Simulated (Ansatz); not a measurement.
# Re, response to strain

The reference is Re in the hcp (Mg type) structure (space group P6_3/mmc, No. 194; a = 2.752 Å, c = 4.440 Å; relaxed with 0.1 eV smearing). Axes: x lies along a and z along c of the hexagonal cell.

Strains are applied to the cell and any free atomic positions relax.

All numbers come from Kohn–Sham DFT with the PBEsol functional, run in Ansatz (an electronic-structure program) with PAW and 420 eV plane waves, spin-orbit coupling left out.

Candidates:
(a) uniaxial strain ε_zz = −0.50 %
(b) uniaxial strain ε_zz = −2.50 %
(c) uniaxial strain ε_zz = −1.50 %
(d) uniaxial strain ε_zz = −2.00 %
(e) uniaxial strain ε_zz = +3.00 %

Notes on the quantities. energy relative to the base: free energy F.

Task: Order them by energy relative to the base, highest first.

Result: (e) uniaxial strain ε_zz = +3.00 % (+27 meV/atom), (b) uniaxial strain ε_zz = −2.50 % (+21 meV/atom), (d) uniaxial strain ε_zz = −2.00 % (+13 meV/atom), (c) uniaxial strain ε_zz = −1.50 % (+7.4 meV/atom), (a) uniaxial strain ε_zz = −0.50 % (+0.8 meV/atom)

Whether these cells are dynamically stable was not tested. The final runs are not spin-polarised.
